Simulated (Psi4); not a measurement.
Psi4 1.11, WB97X/def2-svp: boroxine (B1OBOBO1), 9 atoms. The geometry is a generated start, not checked to be a minimum at this level.

```
Property                             Result
--------------------------  ---------------
task                                 energy
method                                wb97x
basis                              def2-svp
memory                                 3 GB
maxiter                                 100
keys of the molecule block      symmetry c1
scf_type                       df (default)
diis_max_vecs                  10 (default)
e_convergence               1e-06 (default)
d_convergence               1e-06 (default)
dft_radial_points              75 (default)
dft_spherical_points          302 (default)
basis functions                          99
grid points                          191547
```

```xyz
9

B     -0.6285     1.1797     0.2559
O     -1.3386     0.0182     0.2349
B     -0.7126    -1.1599    -0.0290
O      0.6304    -1.1787    -0.2421
B      1.3440    -0.0211    -0.2176
O      0.7119     1.1596     0.0247
H     -1.1714     2.1934     0.4714
H     -1.3299    -2.1536    -0.0787
H      2.4947    -0.0375    -0.4194
```

With the defaults (damping_percentage = 0, diis = true, scf_initial_accelerator = adiis, guess = auto, which took SAD, soscf = false, soscf_start_convergence = 0.01, level_shift = 0, level_shift_cutoff = 0.01) it converges in 8 SCF iterations. One run each on 2 threads, with these changes:
- guess = core
- guess = gwh
- damping_percentage = 60
- level_shift = 0.5, level_shift_cutoff = 0.001
- guess = sadno
- soscf = true, soscf_start_convergence = 0.001
- guess = sapgau
- soscf = true
- damping_percentage = 60, diis = false, scf_initial_accelerator = none

Task: Which of these changes keep the SCF from converging, or lead it to another solution?

Result: No convergence: damping_percentage = 60; damping_percentage = 60, diis = false, scf_initial_accelerator = none (the run ends without SCF convergence in 100 iterations). The rest reach the solution of the defaults.

```
setting                                                                SCF iterations  JK calls             end
---------------------------------------------------------------------  --------------  --------  --------------
soscf = true                                                                        5        16   same solution
soscf = true, soscf_start_convergence = 0.001                                       6        17   same solution
level_shift = 0.5, level_shift_cutoff = 0.001                                       7         8   same solution
the defaults                                                                        8         9   same solution
guess = sapgau                                                                      8         8   same solution
guess = sadno                                                                       9         9   same solution
guess = gwh                                                                         9         9   same solution
guess = core                                                                       10        10   same solution
damping_percentage = 60                                                           100       101  no convergence
damping_percentage = 60, diis = false, scf_initial_accelerator = none             100       101  no convergence
```

An SOSCF iteration holds several JK calls; a Hückel guess adds calls on atoms.
